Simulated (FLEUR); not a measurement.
Band structure of TiCo (Pm-3m, 2 atoms in the cell).

```xyz
2
Lattice="2.9631 0.0000 0.0000 0.0000 2.9631 0.0000 0.0000 0.0000 2.9631" Properties=species:S:1:pos:R:3 pbc="T T T"
Ti     0.0000     0.0000     0.0000
Co     1.4815     1.4815     1.4815
```

Method of the run: PBE, all-electron FLAPW (FLEUR), scalar-relativistic valence in FLEUR.

Settings: Kmax = 3.5 1/bohr; GmaxXC = 10.5 1/bohr; xcFunctional = pbe; jspins = 1; l_soc = F; mode = hist; fermiSmearingEnergy = 0.00499791 Htr; mesh (inpgen div1-3) = 9 9 9; inpgen gamma flag = false; Gmax = 10.5 1/bohr; numbands = 0; maxIterBroyd = 40; imix = Anderson; alpha = 0.05.

The starting cell has typed, rounded lattice constants, without a prior relaxation at this level. Its lattice was rescaled by a random factor within 2.5 % of one. Spin polarisation is off. Values depend on the basis (sphere radii, cutoffs, local orbitals), which need not be converged.

Levels in eV from the Fermi level, bands 10 to 17:
```
point     10     11     12     13     14     15    16    17
-----  -----  -----  -----  -----  -----  -----  ----  ----
Γ      -3.84  -1.47  -1.47  -1.47   0.86   0.86  2.84  2.84
X      -2.40  -1.56  -1.56  -1.05  -0.78   0.15  0.70  0.70
M      -2.45  -2.45  -0.60  -0.14   0.70   0.70  1.27  2.70
R      -2.47  -2.13  -2.13  -2.13  -0.57  -0.57  3.26  3.26
```
